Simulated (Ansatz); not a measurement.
The starting structures come from a database of crystals and need not be the phases stable at ambient conditions.

By PBEsol, the system below comes out a metal.

```yaml
crystal:
  lattice:
    - [3.95289, 0.00000, 0.00000]
    - [0.00000, 3.95408, 0.00000]
    - [0.00000, 1.97704, 1.97704]
  atoms:
    - { symbol: Ti, position: [0.50000, 0.50000, 0.00000] }
    - { symbol: Ga, position: [0.00000, 0.00000, 0.00000] }
```

Space group of this cell: P4/mmm. The cell is taken as given; by PBEsol its mean pressure is -2.8 GPa.

The current flows along the normal of the first two printed cell vectors, the (110) plane of the conventional cell. No spin-orbit coupling; the value is a mean over 0.1 eV about the Fermi level.

### Question
Compute, with Ansatz (a first-principles code) with PBEsol, the ballistic conductance per area.

### Answer
0.85 × 10¹⁵ S/m² for both spins.
